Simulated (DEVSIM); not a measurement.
System: abrupt Si n-p junction, at 300 K.

| layer (left to right) | material | thickness (μm) | Nd (cm⁻³) | Na (cm⁻³) | τn (s) | τp (s) |
|---|---|---|---|---|---|---|
| 1 | Si | 0.330 | 1e18 | - | 8e-5 | 8e-5 |
| 2 | Si | 21.0 | - | 5.6e17 | 8e-5 | 8e-5 |

Left contact: ohmic. Right contact: ohmic. Voltage is applied to the left contact. Recombination: SRH at mid-gap. Mobility is μmin + (μ − μmin)/(1 + (N/Nref)^α).

Constants are typed, rounded textbook-type inputs, not results; the design itself was drawn at random and stands for no fabricated device. Values at 300 K.

```csv
parameter,Si
gap (eV),1.124
affinity (eV),4.05
permittivity,11.7
Nc (cm⁻³),2.86e19
Nv (cm⁻³),3.1e19
μn (cm²/Vs),1417
μp (cm²/Vs),470
"μn,min",52
"μp,min",45
"Nref,n",9.7e16
"Nref,p",2.2e17
αn,0.68
αp,0.72
```

Simulated with DEVSIM: 1D drift-diffusion, Boltzmann statistics, complete ionisation; no tunnelling, impact ionisation, image-force lowering or self-heating.

Task: Tabulate band edges, carrier densities and field at zero bias.

Result: Energies count from the Fermi level of the right contact; mesh points crowd at the junctions.

| x (μm) | Ec (eV) | Ev (eV) | n (cm⁻³) | p (cm⁻³) | field (V/cm) |
|---|---|---|---|---|---|
| 0.000 | 0.087 | -1.037 | 1.0e18 | 120 | ≈ 0 |
| 0.02458 | 0.087 | -1.037 | 1.0e18 | 120 | ≈ 0 |
| 0.07051 | 0.087 | -1.037 | 1.0e18 | 120 | ≈ 0 |
| 0.1564 | 0.087 | -1.037 | 1.0e18 | 120 | ≈ 0 |
| 0.2683 | 0.087 | -1.037 | 1.0e18 | 120 | ≈ 0 |
| 0.3101 | 0.104 | -1.020 | 5.1e17 | 230 | 39000 |
| 0.3310 | 0.465 | -0.659 | 4.5e11 | 2.6e8 | 300000 |
| 0.3725 | 1.015 | -0.109 | 250 | 4.6e17 | 9100 |
| 0.4446 | 1.020 | -0.104 | 210 | 5.6e17 | ≈ 0 |
| 0.5945 | 1.020 | -0.104 | 210 | 5.6e17 | ≈ 0 |
| 0.9065 | 1.020 | -0.104 | 210 | 5.6e17 | ≈ 0 |
| 1.902 | 1.020 | -0.104 | 210 | 5.6e17 | ≈ 0 |
| 3.628 | 1.020 | -0.104 | 210 | 5.6e17 | ≈ 0 |
| 7.221 | 1.020 | -0.104 | 210 | 5.6e17 | ≈ 0 |
| 15.16 | 1.020 | -0.104 | 210 | 5.6e17 | ≈ 0 |
| 18.38 | 1.020 | -0.104 | 210 | 5.6e17 | ≈ 0 |
| 19.86 | 1.020 | -0.104 | 210 | 5.6e17 | ≈ 0 |
| 20.64 | 1.020 | -0.104 | 210 | 5.6e17 | ≈ 0 |
| 21.09 | 1.020 | -0.104 | 210 | 5.6e17 | ≈ 0 |
| 21.23 | 1.020 | -0.104 | 210 | 5.6e17 | ≈ 0 |
| 21.29 | 1.020 | -0.104 | 210 | 5.6e17 | ≈ 0 |
| 21.33 | 1.020 | -0.104 | 210 | 5.6e17 | ≈ 0 |
